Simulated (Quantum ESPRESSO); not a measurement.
Quantum ESPRESSO 7.5, DFT, PBE, plane waves, SSSP 1.1.2 efficiency PBE: rock-salt NiO (type II order), antiferromagnetic, 4 atoms, spin-polarised from an antiferromagnetic start (nspin = 2, starting_magnetization ±0.2 on Ni). Basis and mesh were picked for this test and aren't claimed converged.

cell: 5.12, 5.12, 5.12 Å; 33.6, 33.6, 33.6°
task: scf
k mesh: 9×9×9
ecutwfc: 45 Ry
ecutrho: 360 Ry
occupations: smearing
smearing: gaussian
degauss: 0.005 Ry
conv_thr: 4e-09 Ry
tprnfor: true
tstress: false
k-point pools (-nk): 8
mixing_mode: plain (default)
mixing_beta: 0.7 (default)
mixing_ndim: 8 (default)
k-points computed (for each spin): 85
bands: 29
electrons: 48
G-vectors of the density: 28405
FFT grid: 60×60×60
symmetry operations: 12

One run each.

All on 8 ranks. Base settings, kept where nothing else is said: diago_david_ndim = 2 (default), diagonalization = david (default), diago_rmm_ndim = 4 (default), diago_rmm_conv = false (default). The settings tried:
- diagonalization = rmm-davidson, diago_rmm_ndim = 2
- the base settings
- diago_david_ndim = 3
- diagonalization = rmm-davidson
- diagonalization = paro
- diagonalization = rmm-davidson, diago_rmm_conv = true
- diago_david_ndim = 4
- diagonalization = cg
- diagonalization = rmm-davidson, diago_rmm_ndim = 6
- diagonalization = rmm-paro

### Question
Which settings need the fewest SCF iterations, which the most, and do any fail to converge?

### Answer
Fewest SCF iterations, with those close behind: diagonalization = paro (15); the base settings (18); diago_david_ndim = 3 (18); diago_david_ndim = 4 (18). Most among those that reach the base run's result: diagonalization = rmm-davidson, diago_rmm_conv = true (29); diagonalization = rmm-davidson, diago_rmm_ndim = 2 (28); diagonalization = rmm-paro (28); diagonalization = rmm-davidson (26). All converged.

```csv
setting,SCF iterations,end
diagonalization = paro,15,converged
the base settings,18,converged
diago_david_ndim = 3,18,converged
diago_david_ndim = 4,18,converged
diagonalization = cg,19,converged
"diagonalization = rmm-davidson, diago_rmm_ndim = 6",23,converged
diagonalization = rmm-davidson,26,converged
diagonalization = rmm-paro,28,converged
"diagonalization = rmm-davidson, diago_rmm_ndim = 2",28,converged
"diagonalization = rmm-davidson, diago_rmm_conv = true",29,converged
```

An iteration's cost differs between solvers, so these counts don't give the time. 3 planned settings were not run, for want of time.
